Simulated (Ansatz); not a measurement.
Consider a periodic stack without vacuum, rock-salt TiN (1 1 0) on zinc-blende GaAs (1 1 0) (film strained to the substrate, faces as cut): substrate slab As8Ga8, film N12Ti12, surface cells [[0, -1], [1, -1]] and [[1, 0], [1, 2]], film strained by -4.3 and -4.3 %, faces AsGa/AsGa and NTi/NTi as cut (like faces can put a slab off its formula). Its start:

```xyz
40
Lattice="4.0628 0.0000 0.0798 4.0628 5.7457 0.1565 -0.8288 -2.0356 26.5489" Properties=species:S:1:pos:R:3 pbc="T T T"
As     3.9540     2.0017     1.2769
As     5.7880     4.7250     3.2967
As     3.5692     1.7547     5.3088
As     5.4739     4.5264     7.4067
As     3.3319     1.5880     9.4006
As     5.3418     4.4588    11.4997
As     3.3165     1.5537    13.5654
As     5.4079     4.4737    15.5218
Ga     3.7245     0.4295     3.2284
Ga     5.9996     3.4525     1.1445
Ga     3.4229     0.2431     7.2961
Ga     5.5800     3.2166     5.2926
Ga     3.3011     0.1865    11.4542
Ga     5.3495     3.0616     9.4272
Ga     3.3846     0.1692    15.6537
Ga     5.3496     3.0178    13.4941
N      3.3490     3.3328    17.8578
N      3.3504     0.4925    17.6798
N      5.3538     1.8764    19.2769
N      1.2904    -0.9781    19.1482
N      3.2937     0.4261    20.8583
N      3.2934     3.3073    20.8874
N      1.2342    -1.0266    22.3517
N      5.2966     1.8489    22.4548
N      3.2334     3.2476    24.0823
N      3.2331     0.3996    24.0500
N      5.2325     1.8256    25.6474
N      1.1728    -1.0713    25.3698
Ti     3.3233     1.8886    19.2699
Ti     3.3235    -0.9888    19.2299
Ti     5.3832     3.3515    17.8092
Ti     1.3183     0.4699    17.7119
Ti     3.2654    -1.0261    22.4097
Ti     3.2649     1.8486    22.4389
Ti     1.2626     0.4306    20.7949
Ti     5.3247     3.3080    20.9086
Ti     3.2035     1.8009    25.5362
Ti     3.2065    -1.0586    25.5029
Ti     5.2656     3.2597    24.0871
Ti     1.2027     0.3901    23.9659
```

The start was prepared with a machine-learned potential, and the result is one local minimum, with the in-plane cell held and forces under 0.04 eV/Å; the film can end far from its bulk form.

Calculation: PBE (plane waves to 420 eV, PAW; Ansatz, a program for electronic structure). Scalar-relativistic, without spin–orbit coupling; the runs are not spin-polarised; PBE gaps are too small against experiment. Its k-point mesh 8×5×1, Fermi–Dirac width 0.05 eV.

Q: Predict the relaxed interface.

A: The interface area comes out as 23.3 Å² and the period comes out as 26.16 Å. The gaps between the outermost planes at the two interfaces is 2.03 and 2.03 Å. The As–Ti contacts across the interfaces within 1.22 times the sum of covalent radii is 4, mean 2.71 Å and the Ga–Ti contacts across the interfaces within 1.22 times the sum of covalent radii is 4, mean 3.02 Å. The Ga–N contacts across the interfaces within 1.22 times the sum of covalent radii is 2, mean 2.05 Å and the estimate of the barrier is withheld, since the Fermi level falls at or inside a band of the host, which a slab this thin can't settle.
